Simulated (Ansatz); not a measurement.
## Armchair WS2 nanoribbon, N = 8, bare edges

Levels: PBE (plane waves to 420 eV, PAW; Ansatz, an electronic-structure program); PBE with spin-orbit coupling run with Ansatz; r2SCAN (plane waves to 500 eV, PAW; Ansatz). Unmarked values and the geometry are of the first. Mesh 1×1×6. No spin polarisation, so a magnetic state wasn't tested. One-dimensional cell, images about 11 Å apart. An idealised model, cut from the flat sheet. It keeps the symmetry and period of its start, so it need not be a minimum against all distortions. Values not marked SOC lack spin–orbit coupling.

| Quantity | Result |
|---|---|
| period along the axis (24 atoms) | 5.479 Å |
| largest distance between nuclei across the axis | 11.81 Å |
| edge energy against the flat WS2 sheet, per length of one edge | +0.759 eV/Å |
| PBE gap | 0.47 eV, direct at Γ |
| electron mass along the axis (PBE) | 0.72 mₑ |
| hole mass along the axis (PBE) | 2.8 mₑ |
| PBE+SOC gap at this geometry | 0.44 eV |
| r2SCAN gap at this geometry | 0.66 eV |

```yaml
crystal:
  lattice:
    - [22.50000, 0.00000, 0.00000]
    - [0.00000, 14.50000, 0.00000]
    - [0.00000, 0.00000, 5.47856]
  atoms:
    - { symbol: S, position: [0.24725, 0.39027, 0.65633] }
    - { symbol: W, position: [0.26378, 0.50000, 0.36513] }
    - { symbol: S, position: [0.24725, 0.60973, 0.65633] }
    - { symbol: S, position: [0.32408, 0.38715, 0.15792] }
    - { symbol: W, position: [0.31808, 0.50000, 0.84433] }
    - { symbol: S, position: [0.32408, 0.61285, 0.15792] }
    - { symbol: S, position: [0.39170, 0.39436, 0.66753] }
    - { symbol: W, position: [0.39347, 0.50000, 0.32479] }
    - { symbol: S, position: [0.39170, 0.60564, 0.66753] }
    - { symbol: S, position: [0.46517, 0.39104, 0.16712] }
    - { symbol: W, position: [0.46462, 0.50000, 0.83461] }
    - { symbol: S, position: [0.46517, 0.60896, 0.16712] }
    - { symbol: S, position: [0.53483, 0.39104, 0.66712] }
    - { symbol: W, position: [0.53538, 0.50000, 0.33461] }
    - { symbol: S, position: [0.53483, 0.60896, 0.66712] }
    - { symbol: S, position: [0.60830, 0.39436, 0.16753] }
    - { symbol: W, position: [0.60653, 0.50000, 0.82479] }
    - { symbol: S, position: [0.60830, 0.60564, 0.16753] }
    - { symbol: S, position: [0.67592, 0.38715, 0.65792] }
    - { symbol: W, position: [0.68192, 0.50000, 0.34433] }
    - { symbol: S, position: [0.67592, 0.61285, 0.65792] }
    - { symbol: S, position: [0.75275, 0.39027, 0.15633] }
    - { symbol: W, position: [0.73622, 0.50000, 0.86513] }
    - { symbol: S, position: [0.75275, 0.60973, 0.15633] }
```
